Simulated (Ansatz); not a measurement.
The parent structure is Bi₂Te₃ in the Bi2Te3 type structure (space group R-3m, No. 166).

```xyz
5
Lattice="2.1978 1.2689 10.4630 -2.1978 1.2689 10.4630 0.0000 -2.5378 10.4630" Properties=species:S:1:pos:R:3 pbc="T T T"
Bi     0.0000     0.0000    12.5036
Bi     0.0000     0.0000    18.8852
Te     0.0000     0.0000     0.0000
Te     0.0000     0.0000     6.7096
Te     0.0000     0.0000    24.6792
```

Cartesian axes are those of the cell as printed.

Calculations: Ansatz (a quantum-chemistry and plane-wave program), r2SCAN+rVV10, PAW, cutoff 500 eV, without spin-orbit coupling, earlier PAW set.

Base values:

```
Quantity                         Result
-----------------------------  --------
Band gap                        0.68 eV
Pressure                       0.00 GPa
Shortest interatomic distance  306.2 pm
```

It is then changed as follows: uniaxial strain ε_yy = +2.11 %, all other strain components held at zero, atoms relaxed at fixed cell.

Q: Estimate the effect on the band gap, pressure and shortest interatomic distance.

A: The band gap drops by 0.06 eV, from 0.68 eV to 0.62 eV; the pressure (mean of the normal stresses, compression positive) goes from zero to -0.71 GPa; the shortest interatomic distance grows by 0.66 pm, from 306.2 pm to 306.8 pm.

Spin-orbit coupling, missing from the scalar runs, can matter with Bi and Te. Whether these cells are dynamically stable was not tested.
